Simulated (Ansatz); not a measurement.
# How the lattice parameter a of TiS2 (P-3m1, No. 164, 9 atoms in the cell; start mp-2156) moves with the method

No measured value is used here.

```tsv
level (code)	value (Å)
LDA (Ansatz)	3.315
PBE (Ansatz)	3.415
PBEsol (Ansatz)	3.351
PBE-D3(BJ) (Ansatz)	3.361
```

LDA, PBE, PBEsol, PBE-D3(BJ): the relaxation could not lower the start's symmetry, so the cell can be a saddle point above a distorted one. Ansatz's density-functional and Hartree–Fock values are scalar-relativistic unless marked +SOC, with PAW data made under PBE.

A start named mp-… is a Materials Project structure, which need not be a measured phase.

Ansatz is a program for electronic structure.
